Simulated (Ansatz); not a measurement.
zinc blende ZnS; conventional cell a = b = c = 5.2967 Å, α = β = γ = 90.00°.

Another polymorph of this substance is known too; which is more stable was not tested here. Dynamical quadrupoles are not included in the interpolation of the phonons between the solved wave vectors.

**Question.** What linear thermal expansion coefficient does quasi-harmonic lattice dynamics on Ansatz (a first-principles code), LDA functional, plane-wave PAW give at 700 K, and what isobaric heat capacity per mole of formula units and Grüneisen parameter?

**Answer.** α = 8.3 × 10⁻⁶ K⁻¹; C_P = 49.6 J/(mol K); γ = 0.89. Whether this phase is the stable one at each condition was not tested.

The PAW data sets were generated under PBE and serve the other functionals too.
